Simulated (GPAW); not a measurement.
Band structure of Bi3Au (Pm-3m, 4 atoms in the cell).

```xyz
4
Lattice="4.8264 0.0000 0.0000 0.0000 4.8264 0.0000 0.0000 0.0000 4.8264" Properties=species:S:1:pos:R:3 pbc="T T T"
Bi     0.0000     2.4132     2.4132
Bi     2.4132     0.0000     2.4132
Bi     2.4132     2.4132     0.0000
Au     0.0000     0.0000     0.0000
```

Computed with PBEsol, GPAW PAW datasets PBEsol (made by gpaw-setup) (plane waves; GPAW).

Settings: mode = pw; ecut = 550 eV; xc = PBEsol; kpts = 5 5 5; mesh shift (steps) = 0 0 0; occupations.name = fermi-dirac; occupations.width = 0.1 eV; nbands = -10; symmetry.symmorphic = false; symmetry.tolerance = 0.0005; maxiter = 120; bandpath_npoints = 40.

The starting cell comes from a database of computed structures (which also holds hypothetical and non-ambient phases and stackings), without a prior relaxation at this level. Spin-orbit coupling is off.

Levels in eV from the Fermi level, bands 25 to 32:
```
point     25     26     27     28     29    30    31    32
-----  -----  -----  -----  -----  -----  ----  ----  ----
Γ      -3.53  -3.53  -1.89   0.83   0.83  0.83  2.60  2.60
X      -1.80  -1.80  -1.35  -1.35  -0.61  0.45  2.90  2.90
M      -2.82  -1.22  -1.22  -1.10   0.22  0.22  1.35  3.13
R      -3.37  -3.37  -3.37  -2.71   3.94  3.94  4.31  4.31
```

Bands cross the Fermi level along this path, so the cell is metallic at this level.
